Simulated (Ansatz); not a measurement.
Start from PbSe in the rock salt structure (space group Fm-3m, No. 225; a = 6.102 Å).

All numbers come from Kohn–Sham DFT with the PBEsol functional, run in Ansatz (a first-principles code) with PAW and 420 eV plane waves, scalar-relativistic without spin-orbit coupling.

For the base:

| Quantity | Value |
|---|---|
| Lattice parameter a | 6.102 Å |

Modification: cell and atoms relaxed at a pressure of 4.5 GPa.

Problem. What happens to the lattice parameter a?

Solution. The lattice parameter a shrinks by 0.1444 Å to 5.957 Å.

Load acts through the strain it causes; cell and atoms are relaxed under it. Stability against distortions was not tested.
